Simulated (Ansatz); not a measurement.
Take MgSe in the rock salt structure (space group Fm-3m, No. 225; a = 5.450 Å) as the base.

Level of theory: PBEsol (Ansatz, an electronic-structure program), without spin-orbit coupling.

One change was made to it. Results:

The electron mass changes from 0.49 mₑ along k, 0.23 mₑ across (at X) to 0.54 mₑ along k, 0.24 mₑ across (at X); the band gap grows by 0.40 eV, from 1.78 eV to 2.18 eV; the volume per atom decreases by 4.75 Å³ (20.23 Å³ → 15.48 Å³).

### Question
Name the change that was made.
A. pressure 30 GPa
B. pressure 15 GPa
C. pressure 4.5 GPa
D. pressure 0.9 GPa
E. pressure 9 GPa

### Answer
A, pressure 30 GPa. For comparison, the band gap in the other runs: pressure 0.9 GPa gives 1.80 eV; pressure 9 GPa gives 1.95 eV; pressure 15 GPa gives 2.03 eV; pressure 4.5 GPa gives 1.87 eV.

Load acts through the strain it causes; cell and atoms are relaxed under it. Masses are band curvatures over ±0.01 Å⁻¹ around the edge. Along k means along the line from Γ to the band edge. No phonon test of stability was made. No other phases were tried under pressure.
